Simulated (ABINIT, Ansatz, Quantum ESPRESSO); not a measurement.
Hf (Fm-3m, 1 atom in the cell) computed with different codes at matched settings

Self-consistent single point.

```xyz
1
Lattice="0.0000 2.2200 2.2200 2.2200 0.0000 2.2200 2.2200 2.2200 0.0000" Properties=species:S:1:pos:R:3 pbc="T T T"
Hf     0.0000     0.0000     0.0000
```

Shared settings, as Ansatz (a first-principles code) writes them: kpoints.mp_grid.grid = 13 13 13; magnetization.spin_orbit = true; scf.occupations.method = fermi_dirac; scf.occupations.width = 0.05 eV. Potentials and cutoffs stand in the table.

```
code                                                                                                            model  pressure (GPa)   cutoff
----------------  ---------------------------------------------------------------------------------------------------  --------------  -------
Quantum ESPRESSO  LDA (PZ), spin-orbit coupling, PseudoDojo fully relativistic norm-conserving (PBE) pseudopotentials           -4.94    60 Ry
Ansatz                                           LDA (PW92) with spin-orbit coupling, default PAW files made with PBE           -5.87  default
ABINIT                                                        LDA (PW92), spin-orbit coupling, PAW (JTH v2.0 LDA PAW)           -6.16   544 eV
```

The spread over the programs that give each value: pressure within 1.22 GPa.

Ansatz's pressure is given at a fixed set of plane waves, as the other plane-wave codes print theirs; with its correction for the finite basis it is -5.83 GPa. The same LDA comes in different parametrisations, which differ slightly.

The starting cell comes from a database of published, mostly measured structures (it also holds non-ambient and calculated ones), without a prior relaxation at this level.

Left out of this page: Elk (not drawn, or without a comparable value); FLEUR (failed or unconverged).

Keys are those of Ansatz 0.2.
